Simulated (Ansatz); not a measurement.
Take BAs in the zinc blende structure (space group F-43m, No. 216; a = 4.732 Å) as the base.

The change: cell and atoms relaxed at a pressure of 9 GPa.

Calculations: Ansatz (an electronic-structure program) LDA, no SOC.

Base, band edges from the VBM (valence, conduction): X -4.19, 1.32; W -5.37, 5.21; L -1.86, 2.84; Γ 0.00, 3.29; K -3.58, 1.98; U -3.58, 1.98 eV.

### Question
Give the band edges at the high-symmetry points of the new zone, measured from its valence-band maximum.

### Answer
```
point  valence edge (eV)  conduction edge (eV)
-----  -----------------  --------------------
Γ                   0.00                  3.36
X                  -4.42                  1.27
U                  -3.78                  1.96
K                  -3.78                  1.96
L                  -1.96                  3.19
W                  -5.70                  5.23
```

The gap is 1.06 eV, indirect, Γ → Γ–X (83 % along).

Load acts through the strain it causes; cell and atoms are relaxed under it. Whether these cells are dynamically stable was not tested. Competing high-pressure phases were not computed.
